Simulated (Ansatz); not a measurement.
Base system: SiC in the zinc blende structure (space group F-43m, No. 216; a = 4.329 Å). Axes: x, y, z lie along the cube axes.

Calculations: LDA, PAW, 420 eV (Ansatz, a quantum-chemistry and plane-wave program; without spin-orbit coupling).

For the base:

| Item | Value |
|---|---|
| Electron mass | 0.68 mₑ along k, 0.23 mₑ across (at X) |
| Valence-band top at Γ | 0.00, 0.00, 0.00 eV |

Perturbation: uniaxial strain ε_zz = −2.50 %, all other strain components held at zero; the atoms relax in the strained cell.

Question: Predict the new electron mass.

Answer: The electron mass becomes 0.64 mₑ along k, 0.23 mₑ across (at X) (base: 0.68 mₑ along k, 0.23 mₑ across (at X)).

Question: Estimate the effect on the stress.

Answer: The stress (xx, yy, zz, yz, xz, xy; compression positive) comes out as (3.96, 3.96, 10.21, 0.00, 0.00, 0.00) GPa.

Question: What happens to the valence-band top at Γ?

Answer: The valence-band top at Γ (three highest levels, from the VBM) changes from 0.00, 0.00, 0.00 eV to 0.00, -0.17, -0.17 eV.

The levels and masses belong to the bands next to the band gap. Masses are band curvatures over ±0.01 Å⁻¹ around the edge. Along k means along the line from Γ to the band edge. Whether these cells are dynamically stable was not tested.
